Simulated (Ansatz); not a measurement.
## Ru2Si (model structure, started from the Ni2In type, P6₃/mmc, No. 194, 6 atoms in the cell): properties by level of theory

```
level (code)         equilibrium lattice constant a (Å)  c axis length (Å)
-------------------  ----------------------------------  -----------------
PBE (Ansatz)                                      4.174              5.337
PBEsol (Ansatz)                                   4.136              5.271
PBE-D3(BJ) (Ansatz)                               4.142              5.271
```

Ansatz's density-functional and Hartree–Fock values are scalar-relativistic unless marked +SOC, with PAW data made under PBE.

The computed numbers hold no vibrational or temperature effects.

A model structure was made by putting elements into a prototype or built by hand; it is no filed structure, need not be a known phase, and can be a saddle point held by its symmetry.

Ansatz is a quantum-chemistry and plane-wave program.
